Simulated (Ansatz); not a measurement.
## Band edges of wurtzite SiC (P6_3mc) under biaxial stress in the basal plane

Cell and atoms are relaxed with PBEsol to each stress (compression positive); bands and masses by PBE with spin-orbit coupling, rigid bands (plane waves, PAW; Ansatz, a quantum-chemistry and plane-wave program). Strains are changes of length against the unloaded cell.

```xyz
4
Lattice="3.0760 0.0000 0.0000 -1.5380 2.6639 0.0000 0.0000 0.0000 5.0478" Properties=species:S:1:pos:R:3 pbc="T T T"
Si     0.0000     1.7759    -0.0021
Si     1.5380     0.8880     2.5218
C      0.0000     1.7759     1.8950
C      1.5380     0.8880     4.4188
```

```tsv
stress (GPa)	strain c (%)	strain basal x (%)	gap (eV)	mₑ* c	mₑ* basal x	mₕ* c	mₕ* basal x
-20.00	-0.75	3.92	2.173	1.00	0.25	0.30	1.45
-15.00	-0.55	2.80	2.355	0.97	0.25	0.30	1.53
-10.00	-0.36	1.79	2.409	0.27	0.45	0.38	1.56
-5.00	-0.18	0.86	2.380	0.27	0.45	1.05	1.42
0	0	0	2.275	0.27	0.44	1.50	1.20
5.00	0.17	-0.80	2.169	0.27	0.44	1.57	1.14
10.00	0.34	-1.56	2.061	0.27	0.43	1.61	1.12
15.00	0.51	-2.28	1.955	0.27	0.43	1.66	1.11
```

c is the normal of the loaded plane; basal y strains as basal x. Masses are conductivity masses at 300 K in electron masses.

From the two loads next to zero, find the biaxial modulus and the ratio of out-of-plane to in-plane strain.

Between -5.00 and 5.00 GPa the strain along basal x changes by -1.66 % and that along c by 0.35 %. The modulus is 10.00/0.0166 = 600 GPa and the ratio of the strains 0.21 (PBEsol, atoms relaxed).

Is the response still linear at the largest tension?

The modulus predicts 3.32 % at -20.00 GPa; the table has 3.92 %, so the crystal is softer there.

How fast does the gap move on either side of zero load?

Under tension, (2.380 − 2.275) eV over -5.00 GPa = -21 meV/GPa, or about 12 eV per unit strain; under compression, (2.169 − 2.275) eV over 5.00 GPa = -21 meV/GPa, or about 13 eV per unit strain. The two slopes part by 0 meV/GPa; gaps are resolved to about 0.01 eV, which allows 4 meV/GPa, so these rows don't tell them apart.

Take the carrier density and the relaxation time as fixed, so that ρ ∝ m*. What gauge factor (Δρ/ρ)/ε follows for current along basal x at the loads next to zero?

holes at -5.00 GPa: (1.42/1.20 − 1)/0.0086 ≈ 21. These are means over a finite load; the small-strain gauge factor differs, most where the load has already emptied the upper valleys or bands. Carriers and loads whose mass moves by under 12 % aren't resolved and aren't listed. The change of shape, which adds a term of order 1 to 2, and that of the scattering between valleys or bands are left out.

Masses are those of dilute carriers in rigid bands with one relaxation time, without polarons. Third decimals of gaps are kept for the arithmetic. Every relaxation keeps the wurtzite phase (space group P6_3mc under this load), so a transition, a distortion that breaks the symmetry or fracture can't show.
